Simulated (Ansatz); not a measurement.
## Effect of x(Au) = 0.75, 4 atoms, P4/mmm on Ir

Take Ir in the fcc (Cu type) structure (space group Fm-3m, No. 225; a = 3.871 Å) as the base.

The other end (x = 1) is Au in the fcc (Cu type) structure (space group Fm-3m, No. 225): 17.96 Å³/atom, gap zero.

It is then changed as follows: Au replaces 75.0 % of the Ir, ordered in a cell of 4 atoms (starting symmetry P4/mmm) and fully relaxed.

Level of theory: Ansatz (a quantum-chemistry and plane-wave program) PBE, scalar-relativistic without spin-orbit coupling, earlier PAW set. k-mesh 16×16×6 (Γ-centred); smearing 0.05 eV (Fermi–Dirac), for the changed cell.

- Volume per atom: 17.03 Å³ (base 14.50 Å³)
- Density: 19.09 g/cm³ (base 22.02 g/cm³)
- Shortest interatomic distance: 283.4 pm (base 273.7 pm)
- Band gap: zero (base zero)
- Mixing energy: +0.28 eV/atom (to 0.01 eV only: unlike meshes or grids)
- Deviation of the volume from the linear (Vegard-type) interpolation: -0.4 %

Final structure:

```xyz
4
Lattice="2.8335 0.0000 0.0000 0.0000 2.8335 0.0000 0.0000 0.0000 8.4845" Properties=species:S:1:pos:R:3 pbc="T T T"
Au     0.0000     0.0000     6.4490
Au     1.4168     1.4168     4.2423
Au     0.0000     0.0000     2.0356
Ir     1.4168     1.4168     0.0000
```

These are small ordered cells, not random alloys; other orderings at the same x differ. Stability against distortions was not tested. All final runs are without spin polarisation. IrAu3 has a high density of states at the Fermi level and may be magnetic at this level.
